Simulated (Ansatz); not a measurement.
WC: uniaxial strain ε_zz = −0.50 %

Start from WC (space group P-6m2, No. 187; a = 2.922 Å, c = 2.846 Å; relaxed with 0.1 eV smearing). Axes: x lies along a and z along c of the hexagonal cell.

The change: the cell is compressed by 0.50 % along z with no lateral relaxation; the atoms relax in the strained cell.

Computed with Kohn–Sham DFT with the PBE functional, run in Ansatz (a quantum-chemistry and plane-wave program) with PAW and 420 eV plane waves, no spin-orbit coupling. Γ-centred 23×23×20 mesh, Fermi–Dirac width 0.1 eV.

| quantity | base | changed | shift |
|---|---|---|---|
| space group | P-6m2 (No. 187) | P-6m2 (No. 187) | – |
| energy relative to the base (free energy F) | 0 meV/atom | +0.8 meV/atom | +0.8 meV/atom |
| pressure (mean of the normal stresses, compression positive) | 0.0 GPa | 2.2 GPa | +2.2 GPa |
| band gap | zero | zero | – |
| stress (xx, yy, zz, yz, xz, xy; compression positive) | – | (0.9, 0.9, 4.8, 0.0, 0.0, 0.0) GPa | – |

Cost of the whole job for the changed cell (relaxation, final SCF and bands): roughly 25 core-seconds.

Stability against distortions was not tested. All final runs are without spin polarisation.
